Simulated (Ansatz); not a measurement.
The parent structure is CdS in the zinc blende structure (space group F-43m, No. 216).

```
CdS
1.0
    0.00000     2.87831     2.87831
    2.87831     0.00000     2.87831
    2.87831     2.87831     0.00000
Cd S
1 1
Direct
  0.00000   0.00000   0.00000
  0.25000   0.25000   0.25000
```

Cartesian axes are those of the cell as printed.

All numbers come from DFT with LDA, PAW potentials and a 420 eV plane-wave cutoff in Ansatz (an electronic-structure program), spin-orbit coupling left out.

Strains are applied to the cell and any free atomic positions relax.

One change was made to it. Results:

The pressure (mean of the normal stresses, compression positive) goes from zero to 1.43 GPa; the band gap is still 0.95 eV.

Q: Name the change that was made.
(A) uniaxial strain ε_zz = −0.50 %
(B) uniaxial strain ε_zz = −2.00 %
(C) uniaxial strain ε_zz = −1.00 %

A: B, uniaxial strain ε_zz = −2.00 %. For comparison, the pressure in the other runs: uniaxial strain ε_zz = −0.50 % gives 0.34 GPa; uniaxial strain ε_zz = −1.00 % gives 0.70 GPa.

Gaps are Kohn–Sham eigenvalue differences; semilocal functionals usually give less than the measured gap. Stability against distortions was not tested.
